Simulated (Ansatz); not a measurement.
C, response to strain

Start from C in the diamond structure (space group Fd-3m, No. 227; a = 3.554 Å). Axes: x, y, z lie along the cube axes.

Strains are applied to the cell and any free atomic positions relax.

All numbers come from PBEsol (Ansatz, an electronic-structure program), no spin-orbit coupling.

Notes on the quantities. pressure: mean of the normal stresses, compression positive.

| variant | shortest interatomic distance | band gap | pressure |
|---|---|---|---|
| base | 153.9 pm | 4.03 eV | 0.00 GPa |
| tensor shear ε_xy = +0.29 % | 153.6 pm | 4.02 eV | 0.02 GPa |
| tensor shear ε_xy = +1.43 % | 152.6 pm | 3.88 eV | 0.39 GPa |
| tensor shear ε_xy = +0.57 % | 153.4 pm | 4.00 eV | 0.06 GPa |
| tensor shear ε_xy = +2.00 % | 152.1 pm | 3.73 eV | 0.75 GPa |
| tensor shear ε_xy = +0.86 % | 153.1 pm | 3.96 eV | 0.14 GPa |
| tensor shear ε_xy = +1.71 % | ___ | ___ | ___ |

Problem. Some entries are withheld; estimate them.

Solution. 
- tensor shear ε_xy = +1.71 %, shortest interatomic distance: 152.3 pm
- tensor shear ε_xy = +1.71 %, band gap: 3.82 eV
- tensor shear ε_xy = +1.71 %, pressure: 0.55 GPa

Whether these cells are dynamically stable was not tested.
